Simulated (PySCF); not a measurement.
PySCF 2.14.0, M06-L/def2-svp, df: C[C@@H]1NCC=CC[SiH2]1, 21 atoms. The geometry is a generated start, not checked to be a minimum at this level.

```json
{
  "task": "energy and gradient",
  "method": "m06-l",
  "basis": "def2-svp",
  "two_electron_scheme": "density fitting",
  "mol.max_memory": "7000 MB",
  "mf.init_guess": "minao (default)",
  "mf.DIIS": "CDIIS (default)",
  "mf.diis_space": "8 (default)",
  "mf.conv_tol": "1e-09 (default)",
  "basis functions (reference run)": "181",
  "grid points (reference run)": "1665816"
}
```

```xyz
21

C     -2.4779     0.5083     0.8261
C     -1.1823     0.2952     0.0272
N     -0.8021    -1.1331     0.1360
C      0.1735    -1.5598    -0.8701
C      1.5861    -1.4775    -0.3735
C      2.2964    -0.3557    -0.1623
C      1.7878     1.0492    -0.3351
Si     0.2155     1.4675     0.6047
H     -2.8214     1.5468     0.7530
H     -2.3446     0.2760     1.8897
H     -3.2836    -0.1282     0.4421
H     -1.4058     0.5343    -1.0202
H     -1.6401    -1.7025     0.0173
H      0.0539    -1.0371    -1.8270
H     -0.0227    -2.6160    -1.0954
H      2.0720    -2.4330    -0.1849
H      3.3240    -0.4554     0.1843
H      1.6498     1.2507    -1.4038
H      2.5689     1.7390     0.0065
H      0.4316     1.3581     2.0746
H     -0.1790     2.8730     0.3109
```
Charge 0, spin multiplicity 1.

Yardstick: the run with mf.grids.level = 8, mf.grids.prune = nwchem_prune (default), which is not proven converged either. One run each, on a shared machine, so no times are given.

Settings tried, all else as in the reference:
- mf.grids.level = 3 (default), mf.grids.atom_grid = 75×302
- mf.grids.level = 3 (default), mf.grids.atom_grid = 50×194
- mf.grids.level = 6
- mf.grids.level = 3 (default), mf.grids.atom_grid = 35×110
- mf.grids.level = 3 (default), no pruning
- mf.grids.level = 2
- mf.grids.level = 1
- mf.grids.level = 4
- mf.grids.level = 5
- mf.grids.level = 3 (default), mf.grids.prune = treutler_prune
- mf.grids.level = 3 (default)
- mf.grids.level = 0
- mf.grids.level = 3 (default), mf.grids.atom_grid = 99×590

Problem. Which of these stay within 10 meV/atom in energy, 100 meV/Å in forces (largest component) of the reference run?

Solution. Within it: mf.grids.level = 6; mf.grids.level = 5; mf.grids.level = 3 (default), mf.grids.atom_grid = 99×590; mf.grids.level = 4; mf.grids.level = 2; mf.grids.level = 3 (default), mf.grids.atom_grid = 75×302; mf.grids.level = 3 (default), no pruning; mf.grids.level = 3 (default); mf.grids.level = 3 (default), mf.grids.atom_grid = 50×194; mf.grids.level = 3 (default), mf.grids.prune = treutler_prune. At the edge (between 0.75 and 1.33 times the tolerance): mf.grids.level = 1. Outside: mf.grids.level = 3 (default), mf.grids.atom_grid = 35×110; mf.grids.level = 0.

```
setting                                                        grid points  energy against the reference  difference in forces (largest component)
-------------------------------------------------------------  -----------  ----------------------------  ----------------------------------------
the reference                                                      1665816                             —                                         —
mf.grids.level = 6                                                  956224          under 0.001 meV/atom                                0.40 meV/Å
mf.grids.level = 5                                                  649560          under 0.001 meV/atom                                0.44 meV/Å
mf.grids.level = 3 (default), mf.grids.atom_grid = 99×590           680520              −0.0063 meV/atom                                0.75 meV/Å
mf.grids.level = 4                                                  432648              −0.0070 meV/atom                                 1.0 meV/Å
mf.grids.level = 2                                                  160008               −0.031 meV/atom                                 9.2 meV/Å
mf.grids.level = 3 (default), mf.grids.atom_grid = 75×302           305376               +0.019 meV/atom                                 9.4 meV/Å
mf.grids.level = 3 (default), no pruning                            389576               +0.041 meV/atom                                 9.7 meV/Å
mf.grids.level = 3 (default)                                        245296               +0.044 meV/atom                                  10 meV/Å
mf.grids.level = 3 (default), mf.grids.atom_grid = 50×194           138640                 +1.5 meV/atom                                  29 meV/Å
mf.grids.level = 3 (default), mf.grids.prune = treutler_prune       212320               −0.029 meV/atom                                  57 meV/Å
mf.grids.level = 1                                                   74752                 +1.2 meV/atom                                  89 meV/Å
mf.grids.level = 3 (default), mf.grids.atom_grid = 35×110            60440                  −14 meV/atom                                 290 meV/Å
mf.grids.level = 0                                                   17264                  +34 meV/atom                                1500 meV/Å
```

Total energies are compared; such shifts often cancel in part in energy differences. The gradients leave out the derivatives of the grid weights. The tolerance is a choice made for this comparison.
